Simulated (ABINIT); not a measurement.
Input and output of a self-consistent single point for SnO2 (P4_2/mnm, 6 atoms in the cell) (ABINIT).

Computed with PBE, PAW (JTH v2.0 PBE PAW) (plane waves; ABINIT 10.0.3).

The change in words: lattice scaled by 0.98. Reference geometry:
```
SnO2
1.0
    4.87775     0.00000     0.00000
    0.00000     4.87775     0.00000
    0.00000     0.00000     3.28352
Sn O
2 4
Direct
  0.50000   0.50000   0.50000
  0.00000   0.00000   0.00000
  0.19403   0.80597   0.50000
  0.80597   0.19403   0.50000
  0.69403   0.69403   0.00000
  0.30597   0.30597   0.00000
```

Reference input (self-consistent single point, DFT, PBE, plane waves, PAW (JTH v2.0 PBE PAW)): pseudos = [Sn.GGA_PBE-JTH.xml, O.GGA_PBE-JTH.xml]; ecut = 653 eV; pawecutdg = 1306 eV; pawxcdev = 0; occopt = 1; ngkpt = 7 7 10; nshiftk = 1; shiftk = 0 0 0; potentials = JTH v2.0 PBE PAW; nband = 30; kptopt = 1; nstep = 100. This run's input differs from it in these lines:

```diff
@@ -3,3 +3,3 @@
 pseudos "Sn.GGA_PBE-JTH.xml, O.GGA_PBE-JTH.xml"
-acell 9.2176040455 9.2176040455 6.2049497453
+acell 9.0332518134 9.0332518134 6.0808514307
 rprim
@@ -13,8 +13,8 @@
 xcart
-         2.4388730000    2.4388730000    1.6417590000
+         2.3900955000    2.3900955000    1.6089240000
          0.0000000000    0.0000000000    0.0000000000
-         0.9464290564    3.9313169436    1.6417590000
-         3.9313169436    0.9464290564    1.6417590000
-         3.3853020564    3.3853020564    0.0000000000
-         1.4924439436    1.4924439436    0.0000000000
+         0.9275004597    3.8526905403    1.6089240000
+         3.8526905403    0.9275004597    1.6089240000
+         3.3175959597    3.3175959597    0.0000000000
+         1.4625950403    1.4625950403    0.0000000000
       Angstrom
@@ -22,2 +22,3 @@
 pawecutdg 1306 eV
+pawovlp -1
 pawxcdev 0
```

Output (repeated stretches shortened):

```
--- !BeginCycle
solver: {iscf: 17, nstep: 100, nline: 4, wfoptalg: 10, }
tolerances: {tolvrs: 1.00E-10, }
...

     iter   Etot(hartree)      deltaE(h)  residm     nres2
 ETOT  1  -203.88339150117    -2.039E+02 6.601E-01 6.455E+01
 ETOT  2  -204.11317047627    -2.298E-01 5.666E-02 3.043E+01
 ETOT  3  -204.07539289015     3.778E-02 4.792E-02 1.708E+00
 ETOT  4  -204.07597277997    -5.799E-04 1.484E-02 9.568E-02
 ETOT  5  -204.07584369642     1.291E-04 6.983E-03 2.984E-03
   [... 3 lines left out ...]
 ETOT  9  -204.07586437127    -1.017E-08 1.882E-03 9.546E-08
 ETOT 10  -204.07586437133    -6.349E-11 1.485E-03 3.069E-09
 ETOT 11  -204.07586437133    -4.491E-12 1.041E-03 2.887E-10
 ETOT 12  -204.07586437133    -2.842E-14 2.569E-03 9.311E-12
 At SCF step   12       nres2   =  9.31E-12 < tolvrs=  1.00E-10 =>converged.

 Cartesian components of stress tensor (hartree/bohr^3)
  sigma(1 1)= -1.17318182E-04  sigma(3 2)=  0.00000000E+00
  sigma(2 2)= -1.17318182E-04  sigma(3 1)=  0.00000000E+00
  sigma(3 3)= -1.31411762E-04  sigma(2 1)=  0.00000000E+00

 ----iterations are completed or convergence reached----

 reduced coordinates (array xred) for    6 atoms
       0.500000001093      0.500000001093      0.500000001092
       0.000000001093      0.000000001093      0.000000001092
       0.194030000842      0.805970001344      0.500000001092
       0.805970001344      0.194030000842      0.500000001092
       0.694030000842      0.694030000842      0.000000001092
       0.305970001344      0.305970001344      0.000000001092
 cartesian forces (eV/Angstrom) at end:
   [... lines left out ...]
 Fermi (or HOMO) energy (eV) =   4.91053   Average Vxc (eV)= -10.99279
   [... lines left out ...]
local_psp           : -1.88644158284303E+02
total_energy        : -2.04075864482521E+02
total_energy_eV     : -5.55318668499521E+03
...

-Cartesian components of stress tensor (GPa)         [Pressure=  3.5898E+00 GPa]
- sigma(1 1)= -3.45161950E+00  sigma(3 2)=  0.00000000E+00
- sigma(2 2)= -3.45161950E+00  sigma(3 1)=  0.00000000E+00
- sigma(3 3)= -3.86626686E+00  sigma(2 1)=  0.00000000E+00

 Calculation completed.
```

The run converged in 12 iterations. Against the reference run the free energy falls by 7.3 meV/atom, the pressure goes from -6.96 to 3.59 GPa, the largest force goes from 0.198 to 0.017 eV/Å and the gap on the mesh goes from 0.286 to 0.935 eV.

The starting cell comes from a database of computed structures (which also holds hypothetical and non-ambient phases and stackings), without a prior relaxation at this level. Its lattice was rescaled by a random factor within 2.5 % of one. For this run, on top of that: lattice scaled by 0.98. With a pressure of about 4 GPa the cell is away from its equilibrium volume at this level.

Cost on one core of a shared machine: roughly 3 min.
